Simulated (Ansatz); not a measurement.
## SnI₂ (within 0.1 Å of C2/m, No. 12; cell taken from a computed entry)

Computed with LDA (PAW; Ansatz, a quantum-chemistry and plane-wave program).

Run with plane-wave cutoff 520 eV, 8×6×4 k mesh (along the axes of the cell as run), Fermi–Dirac smearing 0.01 eV, scalar-relativistic PAW data made under PBE.

Cell: relaxed with PBEsol: a = 14.1788 Å, b = 4.3895 Å, c = 10.7960 Å, α = γ = 90.00°, β = 92.38°.

For SnI₂ (within 0.1 Å of C2/m, No. 12; cell taken from a computed entry), the band gap comes out as 1.48 eV and the smallest direct gap on the k points sampled is 1.75 eV. The direct gap at Γ comes out as 2.09 eV.

Note: cell and atoms aren't relaxed at this level (largest force component 0.06 eV/Å, pressure -1.1 GPa); this cell isn't known to be the ambient phase, and symmetry holds it in the calculation.

Spin–orbit coupling is not included; with these elements it can move the gap by several tenths of an eV or more.

Static lattice: no zero-point or thermal effects.

Computing time: roughly 14 core-minutes.
